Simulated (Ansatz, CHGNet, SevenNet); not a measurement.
Lattice parameter a (Å) of solids drawn from the class of intermetallic compounds, from the machine-learned potential CHGNet 0.3.0 (trained on PBE and PBE+U data); the machine-learned potential CHGNet-r²SCAN (trained on r²SCAN data); the machine-learned potential SevenNet-0 (trained on PBE and PBE+U data); the machine-learned potential SevenNet-l3i5 (trained on PBE and PBE+U data); PBE in Ansatz (plane waves, PAW); PBEsol (PAW; Ansatz, a quantum-chemistry and plane-wave program); r²SCAN (Ansatz, plane waves, PAW).

```tsv
solid	CHGNet 0.3.0	CHGNet-r²SCAN	SevenNet-0	SevenNet-l3i5	PBE	PBEsol	r²SCAN
B20 (FeSi-type) FeGe	4.659	4.784	4.664	4.664	4.664	4.597	___
fluorite AuAl2	6.056	6.001	6.064	6.063	6.061	6.003	___
L1₂ (Cu3Au-type) Ni3Al	3.558	3.524	3.556	3.557	3.567	3.519	3.526
fluorite PtAl2	5.945	5.900	5.948	5.946	5.946	5.896	5.904
CsCl-type PdIn	3.307	3.271	3.309	3.309	3.306	3.247	3.267
L1₂ (Cu3Au-type) Al3Sc	4.111	4.087	4.118	4.117	4.106	4.072	4.086
CsCl-type CuZn	2.959	2.922	2.961	2.960	2.964	2.909	2.919
L1₂ (Cu3Au-type) Pt3Ti	3.952	3.925	3.953	3.951	3.948	3.900	3.921
CsCl-type RuAl	2.999	2.983	3.007	3.005	3.004	2.976	2.982
L1₂ (Cu3Au-type) Ni3Fe	3.522	3.510	3.535	3.538	3.544	3.489	3.515
```

### Question
Complete the blanks.

### Answer

- B20 (FeSi-type) FeGe, r²SCAN: 4.720
- fluorite AuAl2, r²SCAN: 6.010

The levels part most in proportion for B20 (FeSi-type) FeGe (4.597 to 4.784 Å) and least for fluorite PtAl2 (5.896 to 5.948 Å).

Ansatz's runs of these crystals have no spin polarisation, but for B20 (FeSi-type) FeGe, L1₂ (Cu3Au-type) Ni3Al, L1₂ (Cu3Au-type) Ni3Fe. A magnetic state wasn't tried for fluorite PtAl2, CsCl-type PdIn, L1₂ (Cu3Au-type) Al3Sc, L1₂ (Cu3Au-type) Pt3Ti with meta-GGA or hybrid levels, which favour moments.

Density-functional runs with spin start from parallel moments for B20 (FeSi-type) FeGe, parallel moments for L1₂ (Cu3Au-type) Ni3Al, parallel moments for L1₂ (Cu3Au-type) Ni3Fe.

Ansatz's density-functional and Hartree–Fock values are scalar-relativistic unless marked +SOC, with PAW data made under PBE.

Machine-learned potentials (CHGNet 0.3.0, CHGNet-r²SCAN, SevenNet-0, SevenNet-l3i5) are trained on DFT data: a solid inside that data is no test of them.
